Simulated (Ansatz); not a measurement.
## beta tin (1 0 1) on hexagonal La2O3 (1 1 0) (film strained to the substrate, started from cuts of the bulks and a machine-learned relaxation; slabs La14O21 and Sn16, which can lie off the formulas)

A periodic stack without vacuum, beta tin (1 0 1) on hexagonal La2O3 (1 1 0) (film strained to the substrate, started from cuts of the bulks and a machine-learned relaxation; slabs La14O21 and Sn16, which can lie off the formulas): substrate slab La14O21, film Sn16, surface cells [[0, 1], [-1, 0]] and [[0, -1], [2, 1]], film strained by +1.0 and +4.3 %, outermost planes LaO/LaO and Sn/Sn as cut, which need not be the usual terminations and can put a slab off its formula.

The start was prepared with a machine-learned potential, and the result is one local minimum, with the in-plane cell held and forces under 0.04 eV/Å; the film can end far from its bulk form.

Level of theory: PBE (plane waves to 420 eV, PAW; Ansatz, a program for electronic structure). Scalar-relativistic, without spin–orbit coupling; the runs are not spin-polarised. Its k-point mesh 4×4×1, Fermi–Dirac width 0.05 eV.

* **interface area**: 42.2 Å²
* **period**: 25.78 Å
* **heights between the nearest atoms of the two slabs at the two interfaces**: 2.05 and 1.80 Å
* **La–Sn contacts across the interfaces within 1.22 times the sum of covalent radii**: 15, mean 3.67 Å
* **O–Sn contacts across the interfaces within 1.22 times the sum of covalent radii**: 3, mean 2.23 Å

```xyz
51
Lattice="6.8250 -0.0004 0.0970 -0.0014 6.1858 0.1482 -1.3053 2.2009 25.8248" Properties=species:S:1:pos:R:3 pbc="T T T"
La     4.2720     1.9120     0.9509
La     6.5175     4.9203     1.1704
O      1.8488     6.4979     1.2455
O      4.1992     4.3260     0.7848
O      6.3671     2.6250     1.2142
La     0.8152     1.8219     2.8667
La     3.0942     4.9618     2.8863
O      5.3166     6.3475     2.8281
O      0.8313     4.2812     2.9874
O      3.1374     2.5141     2.8384
La     4.1288     1.8052     4.9151
La     6.4222     4.8788     5.0173
O      1.9310     6.5091     4.9627
O      4.1539     4.2595     4.9112
O      6.4031     2.4104     4.9240
La     0.7256     1.7217     6.8192
La     2.9991     4.8871     6.9262
O      5.2572     6.3668     6.9419
O      0.7110     4.1857     6.8431
O      3.0094     2.4337     6.8538
La     4.0898     1.7117     8.8407
La     6.3787     4.8040     8.9111
O      1.8227     6.3485     8.7932
O      4.1093     4.1773     8.8975
O      6.3626     2.3468     8.8603
La     0.6174     1.6369    10.8134
La     2.9290     4.7877    10.9159
O      5.1887     6.3754    10.9965
O      0.6255     4.1202    10.7868
O      2.9157     2.3111    10.7856
La     4.0895     1.7234    12.7020
La    -0.5168     4.6147    12.7410
O      1.7126     6.2189    12.6696
O      4.1235     4.0300    12.7099
O     -0.5512     2.3245    12.6655
Sn     5.3893     6.3699    15.9043
Sn     1.8524     3.0957    15.2598
Sn     1.7853     6.2076    14.8621
Sn     4.6768     3.3013    16.3217
Sn     3.3729     5.8840    18.2320
Sn     0.5118     2.6063    17.8281
Sn     0.0940     5.7030    18.4223
Sn     3.4992     2.6662    19.0111
Sn     1.2461     6.4449    21.2577
Sn    -1.0321     2.7018    20.9672
Sn     4.8499     5.8329    20.9735
Sn     1.9944     3.3800    21.5310
Sn    -0.1011     5.7631    23.8886
Sn     4.4391     3.1592    23.7004
Sn     2.7557     6.8164    24.3833
Sn     0.5106     2.7254    24.6820
```
